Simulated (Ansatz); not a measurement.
An Ansatz (an electronic-structure program) input (DFT with PBEsol, PAW potentials and a 420 eV plane-wave cutoff in Ansatz, spin-orbit coupling left out):

Ansatz 0.2 input:
```yaml
crystal:
  lattice:
    - [3.2753520832, 0, 0]
    - [-1.6376760416, 2.8365381104, 0]
    - [0, 0, 5.2327433815]
  atoms:
    - { symbol: Sc, position: [0.6666666667, 0.3333333333, 0.25] }
    - { symbol: Sc, position: [0.3333333333, 0.6666666667, 0.75] }
basis: { ecutwfc: 420, ecutrho_ratio: 4, xc_grid: 2, fft_grid_basis: typed }
kpoints: { mp_grid: { grid: [20, 20, 12] } }
hamiltonian:
  xc: pbesol
  dispersion: none
  pseudopotentials: { kind: paw }
scf: { occupations: { method: fermi_dirac, width: 0.1 }, convergence: { dr2_threshold: 0.0000000002 } }
relax: { f_tol: 0.005, max_steps: 50 }
output: { forces: true, stress: true }
checkpoint: { write: state.ck, write_every: 1000 }
```

Task: Which symmetry and how many k-points will the program report, and about how many plane waves at Γ?

Result: Space group P63/mmc (ITA 194) with 24 operations, k-points 308 of 4800, and 965 plane waves at Γ.

Task: And the final pressure?

Result: -1.28 GPa (compression positive).

The cells carry an imposed strain or load. No phonon test of stability was made. The final runs are not spin-polarised. The cell was made from Sc in the hcp (Mg type) structure (space group P6_3/mmc, No. 194) by this change: uniaxial strain ε_zz = +2.50 %.
